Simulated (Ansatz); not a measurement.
Band edges of diamond-structure Si (Fd-3m) under uniaxial stress along [001]

Cell and atoms are relaxed with r2SCAN to each stress (compression positive); bands and masses by r2SCAN with spin-orbit coupling, rigid bands (plane waves, PAW; Ansatz, a first-principles code). Strains are changes of length against the unloaded cell.

```
CELL_PARAMETERS angstrom
      0.00000     2.72212     2.72212
      2.72212     0.00000     2.72212
      2.72212     2.72212     0.00000
ATOMIC_POSITIONS crystal
  Si 0.25000 0.25000 0.25000
  Si 0.00000 0.00000 0.00000
```

| stress (GPa) | strain [001] (%) | strain [100] (%) | gap (eV) | mₑ* [001] | mₑ* [100] | mₕ* [001] | mₕ* [100] |
|---|---|---|---|---|---|---|---|
| -2.00 | 1.46 | -0.38 | 0.666 | 0.21 | 0.34 | 0.32 | 0.30 |
| -1.00 | 0.74 | -0.19 | 0.709 | 0.21 | 0.34 | 0.35 | 0.33 |
| 0 | 0 | 0 | 0.756 | 0.28 | 0.28 | 0.35 | 0.35 |
| 1.00 | -0.75 | 0.21 | 0.653 | 0.78 | 0.21 | 0.34 | 0.35 |
| 2.00 | -1.51 | 0.42 | 0.539 | 0.93 | 0.21 | 0.32 | 0.32 |

[001] is the direction of the load; [010] strains as [100]. Masses are conductivity masses at 300 K in electron masses.

**Question.** From the two loads next to zero, find the Young modulus and the ratio of transverse to axial strain.

**Answer.** Between -1.00 and 1.00 GPa the strain along [001] changes by -1.49 % and that along [100] by 0.40 %. The modulus is 2.00/0.0149 = 134 GPa and the ratio of the strains 0.27 (r2SCAN, atoms relaxed). Along [001] C₁₁ = E(1 − ν)/((1 + ν)(1 − 2ν)) and C₁₂ = C₁₁ν/(1 − ν), which gives C₁₁ ≈ 167 GPa and C₁₂ ≈ 61 GPa.

**Question.** How fast does the gap move on either side of zero load?

**Answer.** Under tension, (0.709 − 0.756) eV over -1.00 GPa = 47 meV/GPa, or about -6.4 eV per unit strain; under compression, (0.653 − 0.756) eV over 1.00 GPa = -103 meV/GPa, or about 14 eV per unit strain. The two slopes part by 150 meV/GPa; gaps are resolved to about 0.01 eV, which allows 20 meV/GPa, so they differ, even in sign: the gap has a turning point near zero load.

**Question.** Take the carrier density and the relaxation time as fixed, so that ρ ∝ m*. What gauge factor (Δρ/ρ)/ε follows for current along [001] at the loads next to zero?

**Answer.** electrons at -1.00 GPa: (0.21/0.28 − 1)/0.0074 ≈ -34; electrons at 1.00 GPa: (0.78/0.28 − 1)/-0.0075 ≈ -240. These are means over a finite load; the small-strain gauge factor differs, most where the load has already emptied the upper valleys or bands. Carriers and loads whose mass moves by under 12 % aren't resolved and aren't listed. The change of shape, which adds a term of order 1 to 2, and that of the scattering between valleys or bands are left out.

Masses are those of dilute carriers in rigid bands with one relaxation time, without polarons. Third decimals of gaps are kept for the arithmetic. Every relaxation keeps the diamond-structure phase (space group I4_1/amd under this load), so a transition, a distortion that breaks the symmetry or fracture can't show.
